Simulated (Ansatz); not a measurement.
## Effect of isotropic strain +3.10 % on HfTiO4

The parent structure is HfTiO$_{4}$ (space group P2_12_12, No. 18; a = 4.6993 Å, b = 5.0658 Å, c = 5.6194 Å; a cell from a computed database, its experimental status unchecked).

Modification: every lattice vector is stretched by 3.10 %, atoms relaxed at fixed cell.

Calculations: PBEsol, PAW, 420 eV (Ansatz, an electronic-structure program; scalar-relativistic without spin-orbit coupling). Settings: 6×5×5 k-points, 0.05 eV Fermi–Dirac smearing.

* **Volume per atom**: 12.22 Å³ (base 11.15 Å³)
* **Space group**: P2_12_12 (No. 18) (base P2_12_12 (No. 18))
* **Shortest interatomic distance**: 193.2 pm (base 188.9 pm)
* **Energy relative to the base (free energy F)**: +59 meV/atom
* **Band gap**: 2.31 eV (base 2.73 eV)
* **Gap character**: direct at Γ (base direct at Γ)
* **Mean gap deformation potential ΔEg/Δln V**: -4.6 eV
* **Width of the top valence band**: 0.80 eV (base 0.72 eV)
* **Valence-band top at Γ (three highest levels, from the VBM)**: 0.00, -0.13, -0.46 eV (base 0.00, -0.05, -0.37 eV)

With Hf present, leaving out spin-orbit coupling can change the band edges. Stability against distortions was not tested. All final runs are without spin polarisation.
